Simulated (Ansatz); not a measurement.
SnBi (I-4m2, No. 119, 2 atoms in the cell; start mp-1218964), treated with PBEsol (plane waves, PAW; Ansatz, an electronic-structure program).

Settings: plane-wave cutoff 520 eV, 20×20×20 k mesh, Fermi–Dirac smearing 0.05 eV, scalar-relativistic PAW data made under PBE.

Cell (relaxed at this level):

```cif
data_Bi2Sn2
_chemical_formula_sum 'Sn2 Bi2'
_space_group_name_H-M_alt 'I-4m2'
_space_group_IT_number 119
_space_group_name_Hall 'I -4 -2'
_cell_length_a 6.07937
_cell_length_b 6.07937
_cell_length_c 3.24188
_cell_angle_alpha 90.000
_cell_angle_beta 90.000
_cell_angle_gamma 90.000
loop_
_atom_site_label
_atom_site_type_symbol
_atom_site_symmetry_multiplicity
_atom_site_Wyckoff_symbol
_atom_site_fract_x
_atom_site_fract_y
_atom_site_fract_z
_atom_site_occupancy
Sn1 Sn 2 a 0.00000 0.00000 0.00000 1
Bi1 Bi 2 d 0.50000 0.00000 0.25000 1
```
(The calculation used a cell of 2 atoms; values per cell refer to that cell.)

Task: Estimate the bulk modulus that the calculation returns.

Result: 
* **bulk modulus**: 54.0 GPa

The run finds no gap.

Note: the bulk modulus is −V dP/dV from two relaxed cells at ±2 % in volume; the relaxation could not lower the start's symmetry, so the cell can be a saddle point above a distorted one.

Spin–orbit coupling is not included; it can shift volumes and moduli of such heavy elements.

Static lattice: no zero-point or thermal effects.

It cost around 3 core-minutes (rough) of CPU time.

A start named mp-… is a Materials Project structure, which need not be a measured phase.
